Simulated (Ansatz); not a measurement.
## Si, response to strain

Start from Si in the diamond structure (space group Fd-3m, No. 227).

```
CELL_PARAMETERS angstrom
      0.00000     2.71688     2.71688
      2.71688     0.00000     2.71688
      2.71688     2.71688     0.00000
ATOMIC_POSITIONS crystal
  Si 0.00000 0.00000 0.00000
  Si 0.25000 0.25000 0.25000
```

Strains are applied to the cell and any free atomic positions relax.

All numbers come from PBEsol/PAW in Ansatz (a quantum-chemistry and plane-wave program), scalar-relativistic without spin-orbit coupling.

Notes on the quantities. energy relative to the base: free energy F.

| case | energy relative to the base | volume per atom | smallest direct gap | band gap | pressure |
|---|---|---|---|---|---|
| base | 0 meV/atom | 20.05 Å³ | 2.52 eV | 0.47 eV | -0.01 GPa |
| isotropic strain −2.00 % | +22 meV/atom | 18.88 Å³ | 2.54 eV | 0.35 eV | 6.45 GPa |
| isotropic strain −1.50 % | +12 meV/atom | 19.17 Å³ | 2.54 eV | 0.38 eV | 4.67 GPa |
| isotropic strain −1.00 % | +5.4 meV/atom | 19.46 Å³ | 2.53 eV | 0.41 eV | 3.01 GPa |
| isotropic strain −0.50 % | +1.3 meV/atom | 19.76 Å³ | 2.53 eV | 0.44 eV | 1.45 GPa |
| isotropic strain +0.50 % | +1.3 meV/atom | 20.36 Å³ | 2.51 eV | 0.49 eV | -1.36 GPa |
| isotropic strain +1.00 % | +5.1 meV/atom | 20.66 Å³ | 2.51 eV | 0.52 eV | -2.63 GPa |
| isotropic strain +1.50 % | +11 meV/atom | 20.97 Å³ | 2.46 eV | 0.54 eV | -3.81 GPa |
| isotropic strain +2.00 % | +20 meV/atom | 21.28 Å³ | 2.40 eV | 0.57 eV | -4.91 GPa |
| isotropic strain +2.50 % | +30 meV/atom | 21.60 Å³ | 2.33 eV | 0.59 eV | -5.93 GPa |

Whether these cells are dynamically stable was not tested.
